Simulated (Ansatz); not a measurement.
Electronic density of states of amorphous In₂₄O₃₇Be, density 6.42 g/cm³, on a 2×2×2 Γ-centred mesh with a Gaussian width of 0.1 eV; energies count from the Fermi level, whose place inside the gap is arbitrary. Cell and mesh are small, so fine structure isn't converged. Level of theory: PBE, scalar-relativistic without spin-orbit coupling (plane waves to 420 eV, PAW; Ansatz, a program for electronic structure). Sampling: a 2×2×2 Γ-centred mesh; Fermi-Dirac width 0.02 eV; no spin polarisation. At PBE the levels at the filled edge of the gap are localised (band-tail or defect states), and the nearest spread-out levels lie 0.8 eV apart at the zone centre.

The cell was made by melting and quenching with the CHGNet potential and then relaxed with DFT. O atoms were pushed apart under 1.9 Å during the dynamics, to hinder bonds among them. The hot cell started wider than the set density and was brought back towards it in steps. It is the lowest in DFT energy of 2 quenches. It is a model cell: composition and starting density were chosen by hand, and all elements were melted together. No dispersion term was used. Its density started from a set value of 6.42 and ended at 6.42 g/cm³. Cooling (nominally 330 K/ps over its main leg) ran many orders faster than in experiment, which tends to leave more defects and strain. One small periodic cell is one sample of the glass; other quenches scatter about these values. The volume was held where the preparation left it and the shape relaxed, at a PBE pressure of 0.3 GPa. On a 2×2×2 Γ-centred mesh force components of up to 0.13 eV/Å stay, since the relaxation ran on the zone centre alone.

```tsv
E - EF (eV)	states/(eV atom)
-12.00	0.74
-11.90	0.70
-11.80	0.63
-11.70	0.49
-11.60	0.27
-11.50	0.11
-11.40	0.03
-11.30	0.00
-11.20	0.00
-11.10	0.00
-11.00	0.00
-10.90	0.00
-10.80	0.00
-10.70	0.00
-10.60	0.00
-10.50	0.00
-10.40	0.00
-10.30	0.00
-10.20	0.00
-10.10	0.00
-10.00	0.00
-9.90	0.00
-9.80	0.00
-9.70	0.00
-9.60	0.00
-9.50	0.00
-9.40	0.00
-9.30	0.00
-9.20	0.00
-9.10	0.00
-9.00	0.00
-8.90	0.00
-8.80	0.00
-8.70	0.00
-8.60	0.00
-8.50	0.00
-8.40	0.00
-8.30	0.00
-8.20	0.00
-8.10	0.00
-8.00	0.00
-7.90	0.00
-7.80	0.00
-7.70	0.00
-7.60	0.00
-7.50	0.00
-7.40	0.00
-7.30	0.00
-7.20	0.00
-7.10	0.00
-7.00	0.00
-6.90	0.00
-6.80	0.00
-6.70	0.00
-6.60	0.00
-6.50	0.00
-6.40	0.00
-6.30	0.00
-6.20	0.00
-6.10	0.00
-6.00	0.01
-5.90	0.09
-5.80	0.30
-5.70	0.49
-5.60	0.49
-5.50	0.43
-5.40	0.43
-5.30	0.44
-5.20	0.46
-5.10	0.51
-5.00	0.48
-4.90	0.50
-4.80	0.49
-4.70	0.37
-4.60	0.31
-4.50	0.33
-4.40	0.35
-4.30	0.28
-4.20	0.21
-4.10	0.31
-4.00	0.44
-3.90	0.54
-3.80	0.52
-3.70	0.55
-3.60	0.60
-3.50	0.63
-3.40	0.65
-3.30	0.60
-3.20	0.56
-3.10	0.63
-3.00	0.69
-2.90	0.64
-2.80	0.64
-2.70	0.69
-2.60	0.72
-2.50	0.70
-2.40	0.69
-2.30	0.73
-2.20	0.79
-2.10	0.80
-2.00	0.83
-1.90	0.85
-1.80	0.86
-1.70	0.89
-1.60	0.88
-1.50	0.85
-1.40	0.92
-1.30	0.93
-1.20	1.01
-1.10	1.10
-1.00	1.11
-0.90	1.09
-0.80	1.03
-0.70	0.87
-0.60	0.70
-0.50	0.66
-0.40	0.58
-0.30	0.40
-0.20	0.15
-0.10	0.01
0.00	0.00
0.10	0.00
0.20	0.02
0.30	0.01
0.40	0.00
0.50	0.00
0.60	0.00
0.70	0.00
0.80	0.00
0.90	0.00
1.00	0.00
1.10	0.00
1.20	0.00
1.30	0.00
1.40	0.03
1.50	0.07
1.60	0.07
1.70	0.05
1.80	0.02
1.90	0.01
2.00	0.03
2.10	0.07
2.20	0.07
2.30	0.08
2.40	0.11
2.50	0.10
2.60	0.06
2.70	0.04
2.80	0.05
2.90	0.05
3.00	0.05
3.10	0.06
3.20	0.09
3.30	0.12
3.40	0.13
3.50	0.15
3.60	0.20
3.70	0.25
3.80	0.26
3.90	0.23
4.00	0.22
4.10	0.25
4.20	0.22
4.30	0.21
4.40	0.29
4.50	0.39
4.60	0.40
4.70	0.34
4.80	0.34
4.90	0.37
5.00	0.40
5.10	0.34
5.20	0.33
5.30	0.35
5.40	0.34
5.50	0.27
5.60	0.20
5.70	0.18
5.80	0.17
5.90	0.20
6.00	0.23
6.10	0.26
6.20	0.27
6.30	0.27
6.40	0.29
6.50	0.32
6.60	0.30
6.70	0.28
6.80	0.31
6.90	0.31
7.00	0.30
7.10	0.29
7.20	0.28
7.30	0.33
7.40	0.37
7.50	0.35
```

The level gap on this mesh is 0.49 eV; the broadening fills part of it in the curve.
